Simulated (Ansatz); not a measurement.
System: antifluorite K2S. Method: G0W0@PBEsol (Ansatz, an electronic-structure program, hard PAW, contour deformation, complete-basis limit).

Numerical settings: largest k mesh 6×6×6 (not extrapolated in the mesh).

Cell (measured lattice):

Space group Fm-3m (No. 225); a = b = c = 7.3910 Å, α = β = γ = 90.00°

```json
[
 {"atom": "K", "site": "8c", "symmetry": "-43m", "x": "0.2500", "y": "0.2500", "z": "0.2500"},
 {"atom": "S", "site": "4a", "symmetry": "m-3m", "x": "0.0000", "y": "0.0000", "z": "0.0000"}
]
```
(The calculation used a cell of 3 atoms; values per cell refer to that cell.)

### Question
Give the computed band gap.

### Answer

- band gap = 4.00 eV (indirect)

Note: cell and atoms aren't relaxed at this level; the gap holds a correction of +0.14 eV to the complete basis.
